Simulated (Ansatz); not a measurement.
Take GaP in the zinc blende structure (space group F-43m, No. 216) as the base.

GaP is modelled in the cubic space group F-43m (No. 216), the zinc blende structure, Pearson symbol cF8. Lattice parameters: a = b = c = 5.439 Å, α = β = γ = 90.00°. P on 4c is surrounded by 4 Ga at 2.355 Å (tetrahedral). Ga on 4a has 4 P at 2.355 Å (tetrahedral). (Neighbours: up to the widest gap in distance over summed covalent radii, below 1.35, at either atom; cation-cation and far metal-metal contacts left out.)
(The calculation used a cell of 2 atoms; values per cell refer to that cell.)

Calculations: PBEsol in Ansatz (plane waves to 420 eV, PAW, scalar-relativistic without spin-orbit coupling), earlier PAW set.

For the base:

| Quantity | Result |
|---|---|
| Valley order | a point along ⟨100⟩, about 1.0 Å⁻¹ from Γ 1.45 eV; L along ⟨111⟩ 1.60 eV; Γ 1.80 eV |

Modification: 0.402 electrons added to each cell, a density of 1.0×10^22 cm⁻³, with a uniform compensating background at fixed cell and a 300 K Fermi–Dirac width.

**Question.** How does this affect the valley order?

**Answer.** The valley order (the lowest conduction-band minima on the path, energy above the VBM, named in the base's zone) becomes a point along ⟨100⟩, about 1.0 Å⁻¹ from Γ 1.32 eV; L along ⟨111⟩ 1.54 eV; Γ 1.77 eV (base: a point along ⟨100⟩, about 1.0 Å⁻¹ from Γ 1.45 eV; L along ⟨111⟩ 1.60 eV; Γ 1.80 eV).

**Question.** What happens to the Fermi level from band edge?

**Answer.** The Fermi level relative to the doped band's edge (positive inside the band; to 0.05 eV) comes out as +0.85 eV.

Charged cell with a jellium background: band edges are those of the host's band count, energies are not comparable with the neutral cell, and many-body gap narrowing is missing. Whether these cells are dynamically stable was not tested.

Ansatz is a program for electronic structure.
